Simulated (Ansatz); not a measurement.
# N on the 1x1 (0001) surface of corundum (cut with top plane Al), one in a 1x1 cell, started at the site 'top O'

Host crystal: corundum, with a band gap (PBE, scalar-relativistic without spin-orbit coupling).

The numbers are results of r2SCAN, at the PBE geometry and the start's symmetry (plane waves to 500 eV, PAW; Ansatz, a program for electronic structure), not measurements.

Slab: 21 atoms, 6.7 Å thick at the start under the adsorbate (thin: gaps and levels are the slab's own); k 6x6x1, smearing 0.01 eV, dipole-corrected; single point; no symmetry held, on the structure that PBE left; spin-polarised, ending with about 1.0 μB a cell; orders that need a larger cell were not tried, no spin-orbit, no U, no dispersion correction. The program's check for a lower electronic state was not made. At the end it is bonded to Al + O. In PBE it is, or lies within 0.03 eV of, the lowest of the starts that converged; the order may differ at this level.

```yaml
energy of the end state, in which the adsorbate paired with a surface O atom, against ½ N2(g) at the same level: 375 kJ/mol
gap_of_the_slab_on_its_k_mesh: 2.56 eV
highest_filled_level_below_the_top_vacuum_level: 6.43 eV
change_of_the_step_from_the_bottom_to_the_top_vacuum_level_against_the_clean_slab: 0.70 eV
height of the binding atom over the mean of the host atoms within 0.3 Å of the top one: 0.865 Å
magnetic_moment_of_the_cell: 1.00 μB
caution: the clean host was not checked against rearrangement in a larger or rattled cell
cost: roughly 12 core-minutes
```

A negative adsorption energy means that the adsorbate is more stable on the surface than in its reference.
